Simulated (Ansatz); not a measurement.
For Al (model structure, started from the diamond type, Fd-3m, No. 227, 2 atoms in the cell), PBEsol (Ansatz, an electronic-structure program, plane waves, PAW) gives:

lattice parameter a: 5.995 Å
bulk modulus: 40.1 GPa
cohesive energy: 2.97 eV/atom

Task: What does r²SCAN (PAW; Ansatz) give for the same quantities?

Result: 
- lattice constant a: 6.028 Å (goes up by 0.6 %)
- bulk modulus: 40.5 GPa (rises by 1.0 %)
- cohesive energy: 2.78 eV/atom (drops by 0.19 eV/atom)

Changes are worked out from the printed values.

Unless a cell is named, each level is at its own relaxed cell (PBEsol 26.94, r²SCAN 27.38 Å³/atom).

Caveats: the bulk modulus is −V dP/dV from two relaxed cells at ±2 % in volume (PBEsol, r²SCAN). Ansatz's density-functional and Hartree–Fock values are scalar-relativistic unless marked +SOC, with PAW data made under PBE.

A model structure was made by putting elements into a prototype or built by hand; it is no filed structure, need not be a known phase, and can be a saddle point held by its symmetry.
